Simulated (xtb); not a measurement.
xtb 6.7.1, GFN2-xTB: V(NH)(OH)2(NH2) ([NH]=[V]([NH2])([OH])[OH]), 10 atoms. The geometry is a generated start, not checked to be a minimum at this level.

| Item | Value |
|---|---|
| run flags | --grad |
| method | GFN2-xTB |
| --acc | 1 (default) |
| --etemp (K) | 300 (default) |
| basis functions | 31 |
| valence electrons | 32 |

```xyz
10

V      0.2645     0.0517    -0.1416
N     -0.1413    -1.4372    -0.5305
H     -0.3344    -2.3890    -0.8310
O      1.6393     0.0654     0.7877
H      2.3749    -0.3932     1.1908
O      0.2259     1.0525    -1.4587
H      0.1405     1.2157    -2.3979
N     -1.1036     0.4736     0.9033
H     -1.1475     1.4170     1.2864
H     -1.9184    -0.0565     1.1916
```

Charge 0 and multiplicity 1 are set for this test and not shown to be the ground state.

One run each on 1 thread. Values of broydamp tried: 0.02, 0.05, 0.1, 0.2, 0.4 (default), 0.6, 0.8, 1.

Problem. Predict the course of the SCC iterations along this series.

Solution. Fewest SCC iterations, within one of each other: 0.1 with 18, 0.2 with 19. The count rises to 35 at 0.02. All converge to one solution.

```
broydamp       SCC iterations            end
-------------  --------------  -------------
0.02                       35  same solution
0.05                       23  same solution
0.1                        18  same solution
0.2                        19  same solution
0.4 (default)              22  same solution
0.6                        23  same solution
0.8                        22  same solution
1                          22  same solution
```
